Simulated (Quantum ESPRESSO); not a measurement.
Quantum ESPRESSO 7.5, DFT, PBE, plane waves, PseudoDojo 0.5 standard norm-conserving PBE (local tails restored to the Coulomb form): 3C-SiC, 2 atoms. Basis and mesh were picked for this test and aren't claimed converged.

```yaml
cell: 3.08, 3.08, 3.08 Å; 60, 60, 60°
task: phonons by DFPT
k mesh: 10×10×10
ecutwfc: 82 Ry
ecutrho: 328 Ry
occupations: fixed
conv_thr: 1e-12 Ry
tprnfor: true
tstress: false
tr2_ph: 1e-14
q: [0, 0, 0] 2π/alat, Cartesian
k-point pools (-nk): 1
k-points computed: 47
```

Machine: one whole node, Intel Xeon 6 (Granite Rapids), 96 cores on 1 socket, 2 hardware threads a core, 3 L3 cache groups, 3 NUMA nodes.

Run on 16 ranks, it takes 6.9 s from launch to exit:

```bash
# ahead of the timed run: OMP_NUM_THREADS=1 mpirun -np 16 pw.x -nk 1 -in first.in
OMP_NUM_THREADS=1 mpirun -np 16 ph.x -nk 1 -in ph.in
```

From its output:

```
     Parallel version (MPI & OpenMP), running on      16 processor cores
     Number of MPI processes:                16
     Threads/MPI process:                     1
     R & G space division:  proc/nbgrp/npool/nimage =      16
     Subspace diagonalization in iterative solution of the eigenvalue problem:
     a serial algorithm will be used
     Using Slab Decomposition
     number of atoms/cell      =            2
     convergence threshold     =      1.0E-14
     number of iterations used =            4
     number of k points=    47
...
     INITIALIZATION:
     phq_setup    :      0.00s CPU      0.00s WALL (       1 calls)
     phq_init     :      0.01s CPU      0.02s WALL (       1 calls)

     phq_init     :      0.01s CPU      0.02s WALL (       1 calls)
     set_drhoc    :      0.00s CPU      0.00s WALL (       3 calls)
     init_vloc    :      0.00s CPU      0.00s WALL (       1 calls)
     init_us_1    :      0.00s CPU      0.00s WALL (       1 calls)
     init_us_2    :      0.02s CPU      0.02s WALL (     752 calls)

     DYNAMICAL MATRIX:
     dynmat0      :      0.01s CPU      0.01s WALL (       1 calls)
     dynmat_us    :      0.01s CPU      0.01s WALL (       1 calls)
     d2ionq       :      0.00s CPU      0.00s WALL (       1 calls)
     dynmatcc     :      0.00s CPU      0.00s WALL (       1 calls)
     phqscf       :      5.76s CPU      6.09s WALL (       1 calls)
     dynmatrix    :      0.00s CPU      0.00s WALL (       1 calls)

     phqscf       :      5.76s CPU      6.09s WALL (       1 calls)
     solve_linter :      5.73s CPU      6.07s WALL (       2 calls)
     dfpt_kernel  :      5.64s CPU      5.97s WALL (       2 calls)
     sth_kernel   :      5.24s CPU      5.54s WALL (      10 calls)
     h_prec       :      0.01s CPU      0.01s WALL (     470 calls)
     apply_dpot_b :      0.26s CPU      0.28s WALL (    1128 calls)
     ortho        :      0.02s CPU      0.02s WALL (    1410 calls)
     cgsolve      :      4.55s CPU      4.81s WALL (    1410 calls)
     incdrhoscf   :      0.36s CPU      0.37s WALL (    1410 calls)
     dv_of_drho   :      0.01s CPU      0.02s WALL (      30 calls)
     mix_pot      :      0.00s CPU      0.00s WALL (      10 calls)
     drhodv       :      0.02s CPU      0.02s WALL (       2 calls)
     psymdvscf    :      0.38s CPU      0.40s WALL (      10 calls)
     com_dvloc    :      0.01s CPU      0.01s WALL (     294 calls)
     addcore      :      0.00s CPU      0.00s WALL (      48 calls)

     dvqpsi_us    :      0.09s CPU      0.09s WALL (     282 calls)
     dvqpsi_us_on :      0.01s CPU      0.01s WALL (     282 calls)

     add_vuspsi   :      0.07s CPU      0.07s WALL (   17500 calls)

      General routines
     calbec       :      0.30s CPU      0.32s WALL (   19098 calls)
     fft          :      0.15s CPU      0.15s WALL (     449 calls)
     ffts         :      0.01s CPU      0.01s WALL (     294 calls)
     fftw         :      3.97s CPU      4.20s WALL (  151178 calls)
     davcio       :      0.04s CPU      0.04s WALL (    5269 calls)
     write_rec    :      0.00s CPU      0.00s WALL (      12 calls)

      Additional routines
     ch_psi       :      4.29s CPU      4.54s WALL (   17500 calls)
     last         :      0.18s CPU      0.19s WALL (   17500 calls)
     Hesh         :      0.01s CPU      0.01s WALL (   17500 calls)
     ch_psi_all_k :      0.15s CPU      0.16s WALL (   17500 calls)
     h_psi_bgrp   :      4.06s CPU      4.30s WALL (   17500 calls)
     h_psi        :      4.05s CPU      4.28s WALL (   17500 calls)
     h_psi:pot    :      4.03s CPU      4.26s WALL (   17500 calls)
     h_psi:calbec :      0.29s CPU      0.31s WALL (   17500 calls)
     s_psi_bgrp   :      0.03s CPU      0.03s WALL (   36410 calls)

     PHONON       :      5.98s CPU      6.32s WALL
```

Times are wall-clock medians of two to five runs, from launch to exit, with nothing else on the machine. Unless noted, each process is bound to its own block of adjacent cores. The times hold for this build (conda-forge: Open MPI 5.0, OpenMP, OpenBLAS 0.3.34 (pthreads), FFTW, ScaLAPACK, ELPA). Scratch files lie in a memory file system. A preparatory run goes ahead and isn't timed.

Q: Read the timing block: which change would cut the largest part, on the same cores and with the result kept within 1.0 cm⁻¹ in frequencies (largest shift), 10 cm⁻¹ in the acoustic modes at q = 0 (no sum rule applied; largest shift)?

A: The largest part is solving the linear systems (cgsolve), 70 % of the time. FFTs of the orbitals (fftw) take 4.2 s in the whole run. One change that relieves it (others may too): going from -nk 1 to -nk 16, the fastest among the values tried that keep the result: 6.9 s to 3.8 s (1.8× as fast). The largest move is in solving the linear systems (cgsolve): 4.8 s to 1.6 s. These two results differ by: frequencies (largest shift) 0.0012 cm⁻¹, the acoustic modes at q = 0 (no sum rule applied; largest shift) 0.042 cm⁻¹. Others tried: -nk 4 (4.2 s); -nk 2 (4.8 s).
